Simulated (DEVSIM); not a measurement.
Device: Si p-i-n diode, at 300 K.

```tsv
layer (left to right)	material	thickness (μm)	Nd (cm⁻³)	Na (cm⁻³)	τn (s)	τp (s)
1	Si	0.290	-	3.9e18	4.9e-7	4.9e-7
2	Si	1.40	1.8e13	-	4.9e-7	4.9e-7
3	Si	3.00	1.2e17	-	4.9e-7	4.9e-7
```

Left contact: ohmic. Right contact: ohmic. Voltage is applied to the left contact. Recombination: SRH at mid-gap. Mobility is constant in doping.

Constants are typed, rounded textbook-type inputs, not results; the design itself was drawn at random and stands for no fabricated device. Values at 300 K.

```csv
parameter,Si
gap (eV),1.124
affinity (eV),4.05
permittivity,11.7
Nc (cm⁻³),2.86e19
Nv (cm⁻³),3.1e19
μn (cm²/Vs),1417
μp (cm²/Vs),470
```

Simulated with DEVSIM: 1D drift-diffusion, Boltzmann statistics, complete ionisation; no tunnelling, impact ionisation, image-force lowering or self-heating.

Tabulate band edges, carrier densities and field at zero bias.

Energies count from the Fermi level of the right contact; mesh points crowd at the junctions.

```csv
x (μm),Ec (eV),Ev (eV),n (cm⁻³),p (cm⁻³),field (V/cm)
0.000,1.070,-0.054,< 1e2,3.9e18,≈ 0
0.03010,1.070,-0.054,< 1e2,3.9e18,≈ 0
0.09144,1.070,-0.054,< 1e2,3.9e18,≈ 0
0.1950,1.070,-0.054,< 1e2,3.9e18,≈ 0
0.2710,1.070,-0.054,< 1e2,3.9e18,-22
0.2966,0.998,-0.126,500,2.3e17,-44000
0.3372,0.919,-0.205,11000,1.1e16,-11000
0.4824,0.822,-0.302,440000,2.6e14,-5400
0.7619,0.677,-0.447,1.2e8,9.6e11,-5100
1.245,0.433,-0.691,1.5e12,7.7e7,-5000
1.509,0.302,-0.822,2.4e14,480000,-5100
1.649,0.218,-0.906,6.3e15,18000,-8600
1.686,0.174,-0.950,3.4e16,3400,-17000
1.714,0.145,-0.979,1.0e17,1100,-3300
1.814,0.142,-0.982,1.2e17,970,≈ 0
2.011,0.142,-0.982,1.2e17,970,≈ 0
2.469,0.142,-0.982,1.2e17,970,≈ 0
3.467,0.142,-0.982,1.2e17,970,≈ 0
4.309,0.142,-0.982,1.2e17,970,≈ 0
4.540,0.142,-0.982,1.2e17,970,≈ 0
4.639,0.142,-0.982,1.2e17,970,≈ 0
4.690,0.142,-0.982,1.2e17,970,≈ 0
```
